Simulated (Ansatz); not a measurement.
Consider KBr in the rock salt structure (space group Fm-3m, No. 225; a = 6.5496 Å). Axes: x, y, z lie along the cube axes.

The values are results of Ansatz (a quantum-chemistry and plane-wave program) PBEsol, no SOC, not measurements.

Base values:

The valence-band top at Γ comes out as 0.00, 0.00, 0.00 eV.

Now apply this change: a free-standing slab of 6 layers (12 atoms, 2 a layer) is cut normal to the z axis, with 15 Å of vacuum and the in-plane cell held at bulk.

Task: What happens to the gap character?

Result: The gap character comes out as direct at Γ.

Task: Estimate the effect on the excess energy per area of both faces.

Result: The excess energy per area of both faces (slab less bulk energy over the cell's area: twice a surface energy) is 0.23 J/m².

Task: What happens to the valence-band top at Γ?

Result: The valence-band top at Γ (three highest levels, from the VBM) goes from 0.00, 0.00, 0.00 eV to 0.00, 0.00, -0.01 eV.

Task: How does this affect the change of the spacing d12 from its bulk value of 3.275 Å?

Result: The change of the spacing d12 from its bulk value of 3.275 Å comes out as -0.6 %.

The excess energy carries the mismatch between the slab's and the bulk's meshes. Whether these cells are dynamically stable was not tested. k-point labels follow each cell's own Brillouin zone.
